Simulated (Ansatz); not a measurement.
The parent structure is GaSb in the zinc blende structure (space group F-43m, No. 216; a = 6.0488 Å). Axes: x, y, z lie along the cube axes.

Method: LDA (Ansatz, a quantum-chemistry and plane-wave program, PAW, no spin-orbit coupling).

Before the change:

The shortest interatomic distance is 2.619 Å.

Now apply this change: the cell is compressed by 2.00 % along z with no lateral relaxation, atoms relaxed at fixed cell.

Task: Predict the new energy relative to the base.

Result: The energy grows by 3.1 meV/atom.

Task: What happens to the stress?

Result: The stress (xx, yy, zz, yz, xz, xy; compression positive) is (0.87, 0.87, 1.78, 0.00, 0.00, 0.00) GPa.

Task: Estimate the effect on the shortest interatomic distance.

Result: The shortest interatomic distance drops by 0.017 Å to 2.602 Å.

The cells carry an imposed strain or load. No phonon test of stability was made.
